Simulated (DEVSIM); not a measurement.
# abrupt GaAs p-n junction

Structure: abrupt GaAs p-n junction, at 300 K.

```
layer (left to right)  material  thickness (μm)  Nd (cm⁻³)  Na (cm⁻³)  τn (s)  τp (s)
---------------------  --------  --------------  ---------  ---------  ------  ------
1                          GaAs            3.30          -     2.1e16  1.1e-8  1.1e-8
2                          GaAs            10.0     2.6e15          -  1.1e-8  1.1e-8
```

Left contact: ohmic. Right contact: ohmic. Voltage is applied to the left contact. Recombination: SRH at mid-gap, radiative. Mobility is constant in doping.

Constants are typed, rounded textbook-type inputs, not results; the design itself was drawn at random and stands for no fabricated device. Values at 300 K.

| parameter | GaAs |
|---|---|
| gap (eV) | 1.424 |
| affinity (eV) | 4.07 |
| permittivity | 12.9 |
| Nc (cm⁻³) | 4.7e17 |
| Nv (cm⁻³) | 9e18 |
| μn (cm²/Vs) | 8500 |
| μp (cm²/Vs) | 400 |
| B (cm³/s) | 2e-10 |

Simulated with DEVSIM: 1D drift-diffusion, Boltzmann statistics, complete ionisation; no tunnelling, impact ionisation, image-force lowering or self-heating.

| Quantity | Result |
|---|---|
| Potential step across the device at zero bias | 1.133 V |
| Largest field in the device at zero bias | 27000 V/cm |
| Dark forward voltage at 1 A/cm² | 0.978 V |
| Dark forward voltage at 100 A/cm² | 1.125 V |

Dark reverse current:

```
V (V)   J (A/cm²)
------  ---------
-0.40    -3.2e-10
-1.00    -6.5e-10
-2.00     -1.1e-9
-3.00     -1.4e-9
-4.00     -1.7e-9
-6.00     -2.3e-9
-8.00     -2.7e-9
-10.00    -3.1e-9
-13.00    -3.7e-9
-16.00    -4.2e-9
-20.00    -4.8e-9
```

Small-signal capacitance in reverse bias (quasi-static):

| V (V) | C (nF/cm²) |
|---|---|
| -0.4 | 12.0 |
| -1 | 10.1 |
| -2 | 8.29 |
| -3 | 7.20 |
| -4 | 6.45 |
| -6 | 5.47 |
| -8 | 4.83 |
| -10 | 4.37 |
| -13 | 3.88 |
| -16 | 3.52 |
| -20 | 3.17 |
